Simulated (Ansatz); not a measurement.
## A computed series for MgTe: response to strain

Start from MgTe in the wurtzite structure (space group P6_3mc, No. 186; a = 4.561 Å, c = 7.412 Å). Axes: x lies along a and z along c of the hexagonal cell.

Strains are applied to the cell and any free atomic positions relax.

Method: Kohn–Sham DFT with the PBEsol functional, run in Ansatz (a quantum-chemistry and plane-wave program) with PAW and 420 eV plane waves, scalar-relativistic without spin-orbit coupling.

Notes on the quantities. energy relative to the base: free energy F.

```tsv
uniaxial strain ε_zz (%)	energy relative to the base (meV/atom)
-3	5.2
-2.4	3.3
-1.8	1.9
-1.2	?
-0.6	0.2
0	0.0
```

**Question.** Fit ΔE = Aε² + Bε³ (ε in %) to the rows shown and predict the withheld row.

**Answer.** Least squares on the printed values gives A = 0.581 and B = 0.0013 meV/atom (largest residual 0.0 meV/atom); this predicts 0.8 meV/atom, and the run gives 0.8 meV/atom, in agreement.

Whether these cells are dynamically stable was not tested.
